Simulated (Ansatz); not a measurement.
# Response to strain in HfO2

Base system: HfO2 (space group P2_1/c, No. 14).

```
CELL_PARAMETERS angstrom
      5.11406     0.00000     0.00000
      0.00000     5.18158     0.00000
     -0.87114     0.00000     5.22313
ATOMIC_POSITIONS crystal
  Hf 0.27621 0.04185 0.20822
  Hf 0.72379 0.54185 0.29178
  Hf 0.72379 0.95815 0.79178
  Hf 0.27621 0.45815 0.70822
  O  0.07006 0.33377 0.34402
  O  0.92994 0.83377 0.15598
  O  0.92994 0.66623 0.65598
  O  0.07006 0.16623 0.84402
  O  0.44796 0.75767 0.47851
  O  0.55204 0.25767 0.02149
  O  0.55204 0.24233 0.52149
  O  0.44796 0.74233 0.97851
```

Cartesian axes are those of the cell as printed.

Strains are applied to the cell and any free atomic positions relax; under biaxial strain the out-of-plane vector relaxes too; under stress the whole cell relaxes.

Calculations: Kohn–Sham DFT with the r2SCAN functional, run in Ansatz (a first-principles code) with PAW and 500 eV plane waves, spin-orbit coupling left out.

Candidates:
(a) biaxial strain −0.47 %, plane normal [001], relaxed out of plane
(b) strain tensor (xx, yy, zz, yz, xz, xy) = (+0.90, −0.18, −0.62, −0.21, +1.41, −0.01) %
(c) uniaxial stress, 5 GPa tension along z

Notes on the quantities. energy relative to the base: free energy F.

Q: Order them by energy relative to the base, lowest first.

A: (a) biaxial strain −0.47 %, plane normal [001], relaxed out of plane (+0.7 meV/atom), (c) uniaxial stress, 5 GPa tension along z (+3.9 meV/atom), (b) strain tensor (xx, yy, zz, yz, xz, xy) = (+0.90, −0.18, −0.62, −0.21, +1.41, −0.01) % (+4.6 meV/atom)

Beyond what the load breaks, stability against distortions was not tested.
